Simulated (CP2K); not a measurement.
Band structure of KBr (Fm-3m, 2 atoms in the cell).

```xyz
2
Lattice="4.6550 0.0000 0.0000 2.3275 4.0313 0.0000 2.3275 1.3438 3.8008" Properties=species:S:1:pos:R:3 pbc="T T T"
K      0.0000     0.0000     0.0000
Br     4.6550     2.6876     1.9004
```

Method of the run: PBE, GPW, DZVP-MOLOPT-SR-GTH basis, GTH-PBE potentials (GTH_POTENTIALS) (CP2K).

Settings: CUTOFF = 500 Ry; REL_CUTOFF = 50 Ry; KPOINTS/SCHEME = MONKHORST-PACK 5 5 5; XC_FUNCTIONAL = PBE; K/BASIS_SET = DZVP-MOLOPT-SR-GTH-q9; K/POTENTIAL = GTH-PBE-q9; Br/BASIS_SET = DZVP-MOLOPT-SR-GTH-q7; Br/POTENTIAL = GTH-PBE-q7; METHOD = GPW; EPS_DEFAULT = 1e-10; EXTRAPOLATION = USE_GUESS; NGRIDS = 5; SCF_GUESS = ATOMIC; EPS_SCF = 1e-07.

The starting cell comes from a database of computed structures (which also holds hypothetical and non-ambient phases and stackings), without a prior relaxation at this level. Its lattice was rescaled by a random factor within 2.5 % of one. Values carry the incompleteness of an atom-centred basis.

Q: Predict the gap along the standard path and the places of the band edges.

A: The gap along the path is 4.54 eV, direct at Γ to within 0.01 eV.

Levels in eV from the top of the valence band on the SCF mesh, bands 5 to 9:
```tsv
point	5	6	7	8	9
Γ	-11.39	0.00	0.00	0.00	4.54
X	-11.43	-0.83	-0.29	-0.29	6.29
W	-11.27	-0.60	-0.60	-0.55	7.73
K	-11.30	-0.71	-0.65	-0.34	7.09
L	-11.10	-1.19	-0.35	-0.35	7.38
U	-11.30	-0.71	-0.65	-0.34	7.09
```

Higher empty bands are left out: an atom-centred basis made for the valence describes them poorly.
